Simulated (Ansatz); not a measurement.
# What Cl on a Pb site (antisite), symmetric start does to CsPbCl3

The reference is a 15-atom supercell of CsPbCl3 in the cubic perovskite structure (space group Pm-3m, No. 221; a = 5.619 Å) at its relaxed geometry.

The change: one Pb atom is replaced by Cl, atoms relaxed at fixed cell.

Calculations: Kohn–Sham DFT with the PBEsol functional, run in Ansatz (a first-principles code) with PAW and 420 eV plane waves, spin-orbit coupling left out, earlier PAW set. Settings: 3×4×4 k-points, 0.01 eV Fermi–Dirac smearing.

```json
[
 {"quantity": "energy gained by relaxation", "base": "–", "changed": "0.67 eV", "shift": "–"},
 {"quantity": "mean distance from the defect site to its nearest host atoms", "base": "2.81 Å", "changed": "3.04 Å", "shift": "+0.23 Å"}
]
```

The magnetic state is the one reached from the starting moments; the real material's order can differ, and small cells can't hold many antiferromagnetic ones. In so small a cell the defect repeats every few ångströms: this is an ordered compound, not a dilute defect. The mesh was chosen for an insulator and is coarse for the gapless case. The defect started on the symmetric site and kept its symmetry, so it may sit on a saddle. Seeded moments were not kept for Cl on a Pb site (antisite). Many cubic perovskites are stable only at high temperature; tilts and polar distortions were not tested. The defect cell is spin-polarised and ends with 0.1 μB. This is not the structure that CsPbCl3 has at room temperature and ambient pressure.
